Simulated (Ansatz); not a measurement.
# ZrB2, response to strain

Base system: ZrB2 (space group P6/mmm, No. 191; relaxed with 0.1 eV smearing).

```
CELL_PARAMETERS angstrom
      3.15522     0.00000     0.00000
     -1.57761     2.73250     0.00000
      0.00000     0.00000     3.50621
ATOMIC_POSITIONS crystal
  Zr 0.00000 0.00000 0.00000
  B  0.66667 0.33333 0.50000
  B  0.33333 0.66667 0.50000
```

Cartesian axes are those of the cell as printed.

Strains are applied to the cell and any free atomic positions relax.

All numbers come from Ansatz (a program for electronic structure) PBEsol, no SOC.

Notes on the quantities. energy relative to the base: free energy F; pressure: mean of the normal stresses, compression positive.

```json
[
 {"case": "base", "energy relative to the base": "0 meV/atom", "volume per atom": "10.08 Å³", "pressure": "0.0 GPa"},
 {"case": "uniaxial strain ε_zz = −2.50 %", "energy relative to the base": "+9.3 meV/atom", "volume per atom": "9.82 Å³", "pressure": "6.4 GPa"},
 {"case": "uniaxial strain ε_zz = −2.00 %", "energy relative to the base": "+5.9 meV/atom", "volume per atom": "9.87 Å³", "pressure": "5.0 GPa"},
 {"case": "uniaxial strain ε_zz = −1.50 %", "energy relative to the base": "+3.3 meV/atom", "volume per atom": "9.93 Å³", "pressure": "…"},
 {"case": "uniaxial strain ε_zz = −0.50 %", "energy relative to the base": "+0.4 meV/atom", "volume per atom": "10.03 Å³", "pressure": "1.2 GPa"},
 {"case": "uniaxial strain ε_zz = +0.50 %", "energy relative to the base": "+0.4 meV/atom", "volume per atom": "10.13 Å³", "pressure": "-1.2 GPa"},
 {"case": "uniaxial strain ε_zz = +1.00 %", "energy relative to the base": "…", "volume per atom": "10.18 Å³", "pressure": "-2.3 GPa"},
 {"case": "uniaxial strain ε_zz = +1.50 %", "energy relative to the base": "+3.1 meV/atom", "volume per atom": "10.23 Å³", "pressure": "-3.4 GPa"},
 {"case": "uniaxial strain ε_zz = +2.50 %", "energy relative to the base": "+8.5 meV/atom", "volume per atom": "10.33 Å³", "pressure": "-5.5 GPa"},
 {"case": "uniaxial strain ε_zz = +3.00 %", "energy relative to the base": "+12 meV/atom", "volume per atom": "10.38 Å³", "pressure": "-6.5 GPa"}
]
```

Q: What belongs in the blanks?

A: 
- uniaxial strain ε_zz = −1.50 %, pressure: 3.7 GPa
- uniaxial strain ε_zz = +1.00 %, energy relative to the base: +1.4 meV/atom

Whether these cells are dynamically stable was not tested. All final runs are without spin polarisation.
